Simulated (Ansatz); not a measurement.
System: TaTe (model structure, Pm-3m, No. 221, 2 atoms in the cell). Method: r²SCAN+rVV10 (Ansatz, a program for electronic structure, plane waves, PAW).

Excerpt of the program's output:

```
WARN output.stress: scf.convergence.dr2_threshold = 1e-7 eV (the SCF's general default) is looser than the 2e-10 eV advised for a printed stress (1e-10 eV for …
Relaxation: its limit of steps is 80 (relax.max_steps)
Crystal: 2 atoms, lattice volume = 39.876 Å³
Basis set: ecut = 560 eV, 1213 PW (Γ), exchange–correlation on 81×81×81 points (27 copies of the dense FFT grid, shifted against one another)
Bands: 19, of which v1, the nominal top of the filled ones, is band 15 counted from 1 (14 counted from 0)
Symmetry: 16 space group operations
Space group: P4/mmm (ITA 123), of the structure as read, at distance tolerance 3.4e-5 Å
k-points: 440 of 4536
Functional: x = r2scan, c = r2scan + rvv10(b = 11.95, C = 0.0093); τ floored in thin density (d = 2e-4 eV/Å³)
SCF iter   1: F=—  HF=-16933.969472 eV  |F-HF|=—  |Δ(HF+E_count)|=         —  Δρ=4.94e-3  dr2=3.90e-3  dr2_τ=1.20e-2
SCF iter   2: F=—  HF=-16934.020620 eV  |F-HF|=—  |Δ(HF+E_count)|=   5.11e-2  Δρ=3.66e-3  dr2=3.75e-3  dr2_τ=1.95e-4
  ...
SCF 1 converged in 8 iterations: F = -16934.021934 eV  dr2 = 7.85e-8
relax step   1: F+E_penalty+E_count = -16934.02193383 eV  Δ(F+E_penalty+E_count) = +0.000e0 eV  max|allowed force component| = 6.942e-29 eV/Å  Δτ_max = 0.0000 Å  (8 SCF iters, accepted)
Crystal: 2 atoms, lattice volume = 39.876 Å³
Initial density: handed on by an earlier stage of this run
SCF iter   1: F=—  HF=-16934.021934 eV  |F-HF|=—  |Δ(HF+E_count)|=         —  Δρ=1.43e-5  dr2=7.85e-8  dr2_τ=2.16e-9
SCF iter   2: F=-16934.021934 eV  HF=-16934.021934 eV  |F-HF|=4.70e-9  |Δ(HF+E_count)|=   4.32e-8  Δρ=7.19e-6  dr2=1.58e-8  dr2_τ=2.45e-9
SCF 2 converged in 2 iterations: F = -16934.021934 eV  dr2 = 1.58e-8
SCF converged after 2 iterations
Free energy (F): -16934.021934 eV
Internal energy: -16934.003862 eV  (E = F + TS)
E sigma→0 (E₀):  -16934.012898 eV
Fermi energy:    18.110237 eV
--- Forces (eV/Å), atoms counted from 1 ---
  atom   1  Ta     0.00000000    -0.00000000     0.00000000
  atom   2  Te    -0.00000000    -0.00000000     0.00000000
--- Stress (GPa, compression-positive) ---
       -2.997653      -0.000000      -0.000000
       -0.000000      -2.997653      -0.000000
       -0.000000      -0.000000      -2.994064
  P = ⅓ Tr σ = -2.9965 GPa (-29.965 kbar)
```

Question: Write an input file that could have produced this run (the log leaves some choices open).

Answer: This is not unique; one that fits is 
Ansatz 0.2 input:
```yaml
crystal:
  lattice:
    - [3.416523851, 0.0, 0.0]
    - [0.0, 3.416523851, 0.0]
    - [0.0, 0.0, 3.416187272]
  atoms:
    - { symbol: Ta, position: [0.0, 0.0, 0.0] }
    - { symbol: Te, position: [0.5, 0.5, 0.5] }
basis:
  ecutwfc: 560
  ecutrho_ratio: 4
  xc_grid: 3
kpoints:
  mp_grid: { grid: [18, 18, 14] }
hamiltonian:
  xc: r2scan
  dispersion: rvv10
  pseudopotentials: { kind: paw }
scf:
  occupations: { method: fermi_dirac, width: 0.05 }
output:
  forces: true
  stress: true
  eigenvalues: true
relax:
  f_tol: 0.004
  escape_saddle: false
  max_steps: 80
```

The cell is one volume of an energy–volume scan, off the minimum.

The PAW data were made under PBE.

Note: the relaxation could raise the start's symmetry but not lower it, so the cell can be a saddle point.

The result took very roughly 30 core-seconds.

A model structure was made by putting elements into a prototype or built by hand; it is no filed structure, need not be a known phase, and can be a saddle point held by its symmetry.
